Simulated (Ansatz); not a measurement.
AlB2-type TiB2 was calculated with r²SCANh (Ansatz, a first-principles code, plane waves, PAW).

Run with plane-wave cutoff 520 eV, 12×12×8 k mesh (along the axes of the cell as run), Fermi–Dirac smearing 0.05 eV, no spin polarisation, scalar-relativistic PAW data made under PBE.

Computed at the level's own relaxed cell.

Problem. Predict the lattice parameter a and c axis length.

Solution. 
lattice parameter a: 3.017 Å
c axis length: 3.215 Å

Measured, for comparison: lattice constant a 3.029 Å, lattice parameter c 3.229 Å (293 K, not corrected to a static lattice; as tabulated in R. G. Munro, J. Res. NIST 105, 709 (2000), Material Properties of Titanium …). Computed (rounded) less measured: lattice constant a -0.4 %, lattice parameter c -0.4 %. A static lattice is as a rule a little smaller and stiffer than an uncorrected measurement, which narrows the difference in the lattice constant a, lattice parameter c and would widen misses of the other sign.

Note: the run has no spin polarisation, so it can have missed a magnetic state.

The computed numbers hold no vibrational or temperature effects.
